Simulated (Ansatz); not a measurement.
# C under a change: biaxial strain −0.83 %, plane normal [111], relaxed out of plane

Base system: C in the diamond structure (space group Fd-3m, No. 227; a = 3.5317 Å). Axes: x, y, z lie along the cube axes.

One thing is altered: compressive biaxial strain of 0.83 % in the plane normal to [111], as in epitaxy on a mismatched substrate; the out-of-plane cell vector and the atoms relax.

Level of theory: LDA/PAW in Ansatz (a program for electronic structure), without spin-orbit coupling. Γ-centred 16×16×16 mesh, Fermi–Dirac width 0.05 eV.

* **Volume per atom**: 5.42 Å³ (base 5.51 Å³)
* **Space group**: R-3m (No. 166) (base Fd-3m (No. 227))
* **Energy relative to the base (free energy F)**: +3.3 meV/atom
* **Pressure (mean of the normal stresses, compression positive)**: 7.58 GPa (base 0.00 GPa)
* **Band gap**: 4.19 eV (base 4.17 eV)
* **Gap character**: indirect, Γ → k = (0, 3/8, -3/8) in the run's primitive reciprocal basis
* **Smallest direct gap**: 5.47 eV (base 5.62 eV)
* **Valence-band top at Γ (three highest levels, from the VBM)**: 0.00, 0.00, -0.04 eV (base 0.00, 0.00, 0.00 eV)
* **Valley order (the lowest conduction-band minima on the path, energy above the VBM, named in the base's zone)**: a point along [010], about 1.3 Å⁻¹ from Γ 4.20 eV; Γ 5.47 eV (base a point along ⟨100⟩, about 1.3 Å⁻¹ from Γ 4.17 eV)
* **Out-of-plane strain**: +0.10 %
* **Ratio −ε⊥/ε∥**: 0.12
* **Mean in-plane stress (compression positive)**: +11.4 GPa

Cost of the whole job for the changed cell (relaxation, final SCF and bands): very roughly 16 core-seconds.

Semilocal Kohn–Sham gaps tend to fall short of experiment. Stability against distortions was not tested. k-point labels follow each cell's own Brillouin zone.
